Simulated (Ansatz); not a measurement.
**ZrSi$_{2}$ (space group Cmcm, No. 63)**

```
CELL_PARAMETERS angstrom
      1.85222    -7.39608     0.00000
      1.85222     7.39608     0.00000
      0.00000     0.00000     3.67894
ATOMIC_POSITIONS crystal
  Si 0.94684 0.05316 0.75000
  Si 0.05316 0.94684 0.25000
  Si 0.24979 0.75021 0.75000
  Si 0.75021 0.24979 0.25000
  Zr 0.60537 0.39463 0.75000
  Zr 0.39463 0.60537 0.25000
```

Calculations: PBE (Ansatz, a program for electronic structure, PAW, no spin-orbit coupling). Γ-centred 13×13×13 mesh, Fermi–Dirac width 0.05 eV.

```json
{
 "volume_per_atom": "16.80 Å³",
 "density": "4.86 g/cm³",
 "band_gap": "zero",
 "total_energy": "-1819.150 eV/atom (σ→0; compares only within this code and set-up)"
}
```

No phonon test of stability was made. All final runs are without spin polarisation.
